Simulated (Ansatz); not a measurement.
## HfO2, pressure series

Base system: HfO₂ (space group P2_1/c, No. 14; a = 5.1617 Å, b = 5.2125 Å, c = 5.3528 Å, α = 90.00°, β = 99.66°, γ = 90.00°).

Cell and atoms are relaxed at each pressure.

Computed with PBE (Ansatz, an electronic-structure program; PAW; 420 eV plane waves; no spin-orbit coupling), earlier PAW set.

Two rows of this table had their results exchanged by mistake.

| pressure | volume per atom (Å³) | shortest distance (Å) | band gap |
|---|---|---|---|
| pressure −1 GPa | 11.89 | 2.054 | 4.04 eV |
| pressure 0.9 GPa | 11.78 | 2.051 | 4.04 eV |
| pressure 2.1 GPa | 11.70 | 2.049 | 4.04 eV |
| pressure 4.5 GPa | 11.55 | 2.047 | 4.06 eV |
| pressure 9 GPa | 10.02 | 1.988 | 4.70 eV |
| pressure 22.5 GPa | 10.42 | 2.000 | 4.73 eV |
| pressure 30 GPa | 11.24 | 2.036 | 4.24 eV |

**Question.** Which two?

**Answer.** The rows for pressure 9 GPa and pressure 30 GPa: the volume has to fall steadily with pressure, so 11.24 Å³ belongs to pressure 9 GPa and 10.02 Å³ to pressure 30 GPa.

With Hf present, leaving out spin-orbit coupling can change the band edges. Load acts through the strain it causes; cell and atoms are relaxed under it. Whether these cells are dynamically stable was not tested. No other phases were tried under pressure.
